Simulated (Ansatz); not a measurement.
Partial pair distribution functions of a relaxed model of amorphous In18Ga18Zn18O70, broadened by 0.06 Å; density 5.77 g/cm³. These are PBE, scalar-relativistic without spin-orbit coupling (plane waves to 420 eV, PAW; Ansatz, a first-principles code) values and carry that method's errors. The usual formal charges leave 4 electrons over, so the level spacing at the Fermi energy parts defect or band states and needn't be the band gap.

Preparation: random packing, a CHGNet melt and quench, and a DFT relaxation. O atoms were pushed apart under 1.9 Å during the dynamics, to hinder bonds among them. The hot cell started wider than the set density and was brought back towards it in steps. It is the lowest in DFT energy of 4 quenches. It is a model cell: composition and starting density were chosen by hand, and all elements were melted together. No dispersion term was used. Its density started from a set value of 6.04 and ended at 5.77 g/cm³. Cooling (nominally 83 K/ps over its main leg) ran many orders faster than in experiment, which tends to leave more defects and strain. Values belong to this one cell and scatter from quench to quench. Volume and shape were free in the relaxation. On a 2×2×2 Γ-centred mesh force components of up to 0.14 eV/Å stay, since the relaxation ran on the zone centre alone.

| r (Å) | g In-O | g Ga-O | g In-In | g Ga-Ga |
|---|---|---|---|---|
| 1.60 | 0.00 | 0.00 | 0.00 | 0.00 |
| 1.70 | 0.00 | 0.23 | 0.00 | 0.00 |
| 1.80 | 0.00 | 4.59 | 0.00 | 0.00 |
| 1.90 | 0.02 | 10.60 | 0.00 | 0.00 |
| 2.00 | 1.00 | 4.88 | 0.00 | 0.00 |
| 2.10 | 6.40 | 0.72 | 0.00 | 0.00 |
| 2.20 | 7.14 | 0.20 | 0.00 | 0.00 |
| 2.30 | 2.72 | 0.29 | 0.00 | 0.00 |
| 2.40 | 1.04 | 0.21 | 0.00 | 0.00 |
| 2.50 | 0.55 | 0.20 | 0.00 | 0.00 |
| 2.60 | 0.24 | 0.06 | 0.00 | 0.00 |
| 2.70 | 0.20 | 0.09 | 0.01 | 0.00 |
| 2.80 | 0.16 | 0.03 | 0.32 | 0.00 |
| 2.90 | 0.17 | 0.12 | 0.57 | 0.11 |
| 3.00 | 0.44 | 0.30 | 0.08 | 1.44 |
| 3.10 | 0.28 | 0.32 | 0.55 | 2.45 |
| 3.20 | 0.20 | 0.30 | 1.83 | 3.04 |
| 3.30 | 0.35 | 0.69 | 2.39 | 4.76 |
| 3.40 | 0.59 | 0.94 | 3.15 | 2.63 |
| 3.50 | 0.81 | 0.78 | 3.65 | 1.78 |
| 3.60 | 0.91 | 1.15 | 2.70 | 1.14 |
| 3.70 | 1.09 | 1.23 | 2.40 | 0.36 |
| 3.80 | 1.09 | 1.20 | 1.88 | 0.50 |
| 3.90 | 1.10 | 1.38 | 0.73 | 0.88 |
| 4.00 | 0.97 | 1.28 | 0.55 | 0.80 |
| 4.10 | 1.01 | 1.01 | 1.33 | 1.15 |
| 4.20 | 1.20 | 0.97 | 1.01 | 0.95 |
| 4.30 | 1.12 | 1.19 | 0.54 | 0.67 |
| 4.40 | 1.30 | 1.33 | 0.55 | 0.80 |
| 4.50 | 0.93 | 1.30 | 0.51 | 0.69 |
| 4.60 | 0.91 | 1.48 | 0.73 | 0.67 |
| 4.70 | 1.29 | 1.71 | 0.52 | 0.34 |
| 4.80 | 1.46 | 1.62 | 0.49 | 0.24 |
| 4.90 | 1.30 | 1.27 | 0.15 | 0.81 |
| 5.00 | 1.33 | 1.10 | 0.31 | 0.75 |
| 5.10 | 1.32 | 0.99 | 0.62 | 0.97 |
| 5.20 | 1.24 | 0.76 | 0.71 | 1.38 |
| 5.30 | 1.22 | 0.68 | 0.47 | 1.15 |
| 5.40 | 1.09 | 0.68 | 0.27 | 1.05 |
| 5.50 | 1.05 | 0.61 | 0.33 | 0.75 |
| 5.60 | 0.82 | 0.62 | 0.68 | 0.91 |
| 5.70 | 0.58 | 0.64 | 0.99 | 1.10 |

Within 2.80 Å each In has 5.17 O neighbours on average.
